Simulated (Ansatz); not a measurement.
Pressure series in CuBiSeO

Start from CuBiSeO (space group P4/nmm, No. 129; a = 3.896 Å, c = 8.895 Å; a cell from a computed database, its experimental status unchecked).

Cell and atoms are relaxed at each pressure.

Method: PBEsol/PAW in Ansatz (an electronic-structure program), no spin-orbit coupling.

Notes on the quantities. enthalpy: H = E + PV relative to the base's energy.

```tsv
change	c/a ratio	enthalpy	lattice parameter a
base	2.283	–	3.896 Å
pressure 0.3 GPa	2.281	+0.03 eV/atom	3.892 Å
pressure 0.7 GPa	2.278	+0.07 eV/atom	3.889 Å
pressure 1.5 GPa	2.271	+0.16 eV/atom	3.881 Å
```

Load acts through the strain it causes; cell and atoms are relaxed under it. Stability against distortions was not tested. No Hubbard U is applied. The final runs are not spin-polarised.
